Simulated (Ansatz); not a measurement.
Reference: Co3AlC (Pm-3m), PBEsol, DFPT electron-phonon coupling, linearised Boltzmann equation (plane waves, PAW, scalar-relativistic; Ansatz, a program for electronic structure); geometry: relaxed with this functional, without spin-orbit coupling.

```xyz
5
Lattice="3.6783 0.0000 0.0000 0.0000 3.6783 0.0000 0.0000 0.0000 3.6783" Properties=species:S:1:pos:R:3 pbc="T T T"
Al     0.0000     0.0000     0.0000
Co     0.0000     1.8391     1.8391
Co     1.8391     0.0000     1.8391
Co     1.8391     1.8391     0.0000
C      1.8391     1.8391     1.8391
```

- resistivity at 300 K: 43 μΩ·cm

### Question
Swap Al for Sc, keeping the structure type. How do these values move?

### Answer
ScCo$_{3}$C (Pm-3m): volume per atom 10.0 to 10.6 Å³; resistivity at 300 K rises (43 μΩ·cm to 57 μΩ·cm).

Moves up to 16 % count as about the same. Metals; harmonic phonons alone scatter; means over directions. Halving the electron mesh moves these values by up to 11 %; q meshes are mostly untested. Spin-orbit coupling is left out.

Computed structure with no diffraction record at hand here (it may be known, metastable or hypothetical): Co3AlC (Pm-3m), ScCo3C (Pm-3m). Treated as nonmagnetic (a ferromagnetic start lost its moment, other orders weren't tried): Co3AlC (Pm-3m), ScCo3C (Pm-3m).
